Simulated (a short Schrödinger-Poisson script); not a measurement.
System: gated Al0.4Ga0.6As/GaAs modulation-doped gas in a quantum well, at 77 K.

```csv
layer,material,thickness (nm),Nd (cm⁻³),Na (cm⁻³)
1,Al0.4Ga0.6As,30,-,-
2,Al0.4Ga0.6As,40,1.3e18,-
3,Al0.4Ga0.6As,3,-,-
4,GaAs,15,-,-
5,Al0.4Ga0.6As,4000,-,4e15
```

Constants are typed, rounded textbook-type inputs, not results; the design itself was drawn at random and stands for no fabricated device. Al0.4Ga0.6As: permittivity 11.76, conduction-band edge (eV) 0.316, gap (eV) 1.923, electron mass (mₑ) 0.1002, Nv at 300 K (cm⁻³) 9e18. GaAs: permittivity 12.9, conduction-band edge (eV) 0, gap (eV) 1.424, Nv at 300 K (cm⁻³) 9e18.

Channel valleys (confinement mass, in-plane density-of-states mass, number): Γ 0.067, 0.067, 1. At the gate the conduction-band edge of layer 1 lies 1.07 eV − eVg above the Fermi level of the channel; the field vanishes at the back. Donor level 0.02 eV below the band edge. The barrier under the gate holds no holes. Gaps are held at their typed values at every temperature. Mesh 0.08 nm at interfaces.

From a short Schrödinger-Poisson script (our own, NumPy): 1D Poisson equation in equilibrium, electrons quantum, Hartree (BenDaniel-Duke, 40 states a valley, the channel's in-plane mass for all, wave functions free to enter the barrier), parabolic valleys, classical holes, donors ionised by Fermi statistics, acceptors fully, no traps, pinning or gate leakage.

The same stack at other levels of the model or other numerical settings:

```
run                                                                  sheet density of all electrons at Vg = 0.5 V (cm⁻²)  sheet density of all electrons at Vg = -2 V (cm⁻²)  capacitance at Vg = 0.5 V (μF/cm²)  centroid of the channel electrons at Vg = 0.5 V (nm)  rough cost against the base
-------------------------------------------------------------------  ---------------------------------------------------  --------------------------------------------------  ----------------------------------  ----------------------------------------------------  ---------------------------
base                                                                                                             1.07e12                                             7.33e11                               0.274                                                  4.53                      about 1
electrons treated as classical, Boltzmann                                                                        1.44e12                                             7.96e11                               0.274                                                  0.88                         0.02
electrons treated as classical, Fermi-Dirac                                                                      1.14e12                                             7.49e11                               0.274                                                  3.53                          0.1
electrons treated as quantum, Hartree plus LDA exchange-correlation                                              1.13e12                                             7.44e11                               0.274                                                  4.39                            2
mesh six times as coarse                                                                                         1.06e12                                             7.33e11                               0.274                                                  4.50                          0.2
one subband a valley                                                                                             1.04e12                                             7.33e11                               0.274                                                  4.51                          0.2
```

The classical rows ignore confinement, and Boltzmann statistics overrate the density once the band edge passes the Fermi level.
